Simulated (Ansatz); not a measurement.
Functionals compared on Cl on the 1x1 (0001) surface of corundum (cut with top plane Al), one in a 1x1 cell, started at the site 'top O', in Ansatz (plane waves, PAW). The structure was relaxed with PBE; the other rows are single points on it, each with its references at the same level. Cutoff 420 eV (500 eV for r2SCAN). The points keep PBE's geometry, so the relaxation of a polaron and the settling of charge on one site are left out.

Host crystal: corundum, with a band gap (PBE, scalar-relativistic without spin-orbit coupling).

Slab: 21 atoms, 6.7 Å thick at the start under the adsorbate (thin: gaps and levels are the slab's own); k 6x6x1, smearing 0.01 eV, dipole-corrected; 9 atoms held, the rest relaxed; no symmetry held; spin-polarised, ending with about 1.0 μB a cell, a value that depends on the mesh; orders that need a larger cell were not tried, no spin-orbit, no U, no dispersion correction. The slab shows no gap over 0.04 eV on its mesh. At the end it is bonded to Al. In PBE it is, or lies within 0.03 eV of, the lowest of the starts that converged. These notes are the PBE run's. r2SCAN: The program's check for a lower electronic state was not made. Adsorption energies are against ½ Cl2(g). A negative adsorption energy means that the adsorbate is more stable on the surface than in its reference.

| functional | adsorption energy (eV) | work function of the top face (eV) | rough cost of the single point |
|---|---|---|---|
| PBE | -0.30 | 8.29 | – |
| RPBE | ? | ? | around 7 core-minutes (rough) |
| r2SCAN | -0.27 | 8.63 | roughly 17 core-minutes |

**Question.** What belongs in the gaps?

**Answer.** 
- RPBE, adsorption energy (eV): -0.32
- RPBE, work function of the top face (eV): 8.25

Ansatz is an electronic-structure program.
